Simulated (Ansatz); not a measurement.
GaS in the beta-GaS type structure (space group P6_3/mmc, No. 194; layered, stacked along the Cartesian z axis)

```
GaS
1.0
    3.53420     0.00000     0.00000
   -1.76710     3.06071     0.00000
    0.00000     0.00000    15.03891
Ga S
4 4
Direct
  0.33333   0.66667   0.66956
  0.66667   0.33333   0.16956
  0.66667   0.33333   0.33044
  0.33333   0.66667   0.83044
  0.33333   0.66667   0.09695
  0.66667   0.33333   0.59695
  0.66667   0.33333   0.90305
  0.33333   0.66667   0.40305
```

Method: Ansatz (a quantum-chemistry and plane-wave program), PBEsol-D3(BJ), PAW, cutoff 420 eV, scalar-relativistic without spin-orbit coupling. k-mesh 11×11×3 (Γ-centred); smearing 0.05 eV (Fermi–Dirac).

```json
{
 "volume_per_atom": "20.33 Å³",
 "density": "4.16 g/cm³",
 "band_gap": "1.29 eV, indirect, Γ → M",
 "hole_mass": "0.13 mₑ along c, 2.0 mₑ across",
 "Lowest conduction-band minima above the VBM": "M (1/2, 0, 0) 1.29 eV; K (1/3, 1/3, 0) 1.35 eV; Γ 1.73 eV",
 "total_energy": "-2314.954 eV/atom (σ→0; compares only within this code and set-up)"
}
```

Masses are band curvatures over ±0.01 Å⁻¹ around the edge. Whether these cells are dynamically stable was not tested.
